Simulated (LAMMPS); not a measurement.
Film growth with the substrate temperature varied; first case: 320 Si atoms arriving one at a time, 3 ps apart with 0.2 eV each, on 1066 Å² of the (001) face of Si (diamond structure) held at 340 K.

Computed with classical MD, pair style tersoff, file SiC_Erhart-Albe.tersoff (LAMMPS).

```csv
T (K),crystalline share,film,roughness,height,below the old surface
340,0.077,disordered,1.6 Å,6.9 Å,1 of 320
590,0.14,disordered,1.3 Å,6.7 Å,4 of 317
840,0.51,partly crystalline,1.4 Å,6.3 Å,6 of 316
1100,0.70,partly crystalline,1.4 Å,6.3 Å,10 of 317
```

Caution: growth rates of MD are many orders above those of real deposition.

Caution: the (001) face starts bulk-cut, without dimer rows.
